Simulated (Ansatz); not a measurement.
Data:

```
CELL_PARAMETERS angstrom
      3.79215     0.00000     0.00000
      0.00000     3.79215     0.00000
      1.89608    -1.89608     2.76976
ATOMIC_POSITIONS crystal
  Mg 0.00000 0.00000 0.00000
  Se 0.50000 0.50000 0.00000
```

No spin polarisation.

Calculations: DFT with r2SCAN, PAW potentials and a 500 eV plane-wave cutoff in Ansatz (a program for electronic structure), spin-orbit coupling left out. Γ-centred 10×10×10 mesh, Fermi–Dirac width 0.05 eV.

**Question.** Estimate the band gap.

**Answer.** 2.38 eV.

**Question.** Predict the gap character.

**Answer.** Indirect, Γ → X.

**Question.** What is the computed hole mass?

**Answer.** 0.19 mₑ out of plane, 0.80 mₑ in plane (at Γ).

**Question.** Predict the valence-band top at Γ (three highest levels, from the VBM).

**Answer.** 0.00, -0.15, -0.15 eV.

The cells carry an imposed strain or load. Masses are band curvatures over ±0.01 Å⁻¹ around the edge. Stability against distortions was not tested. The cell was made from MgSe in the rock salt structure (space group Fm-3m, No. 225) by this change: biaxial strain −2.00 %, plane normal [001], relaxed out of plane.
